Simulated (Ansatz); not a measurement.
The reference is PbS in the rock salt structure (space group Fm-3m, No. 225).

```cif
data_Pb4S4
_chemical_formula_sum 'Pb4 S4'
_space_group_name_H-M_alt 'Fm-3m'
_space_group_IT_number 225
_space_group_name_Hall '-F 4 2 3'
_cell_length_a 5.90270
_cell_length_b 5.90270
_cell_length_c 5.90270
_cell_angle_alpha 90.000
_cell_angle_beta 90.000
_cell_angle_gamma 90.000
loop_
_atom_site_label
_atom_site_type_symbol
_atom_site_symmetry_multiplicity
_atom_site_Wyckoff_symbol
_atom_site_fract_x
_atom_site_fract_y
_atom_site_fract_z
_atom_site_occupancy
Pb1 Pb 4 b 0.50000 0.50000 0.50000 1
S1 S 4 a 0.00000 0.00000 0.00000 1
```
(The calculation used a cell of 2 atoms; values per cell refer to that cell.)

Computed with plane-wave PAW DFT at the PBEsol level (Ansatz, a first-principles code, 420 eV), without spin-orbit coupling.

Carriers are added at fixed cell with a uniform background; the Fermi–Dirac width is that of 300 K.

One change was made to it. Results:

| quantity | base | after |
|---|---|---|
| gap character | direct at L | direct at L |
| Fermi level relative to the doped band's edge (positive inside the band; to 0.05 eV) | – | +0.50 eV |
| gap between the host's bands | 0.19 eV | 0.22 eV |

### Question
Which change produced these results?
A. holes 5.0×10^21 cm⁻³
B. electrons 1.0×10^21 cm⁻³
C. holes 1.0×10^21 cm⁻³

### Answer
C, holes 1.0×10^21 cm⁻³. For comparison, the gap between the host's bands in the other runs: holes 5.0×10^21 cm⁻³ gives 0.33 eV; electrons 1.0×10^21 cm⁻³ gives 0.18 eV.

Charged cell with a jellium background: band edges are those of the host's band count, energies are not comparable with the neutral cell, and many-body gap narrowing is missing. Spin-orbit coupling, missing from the scalar runs, can matter with Pb. Stability against distortions was not tested. The base started in P3_121 and relaxed to Fm-3m at this level. The zero or small gap of PbS can change with the level of theory.
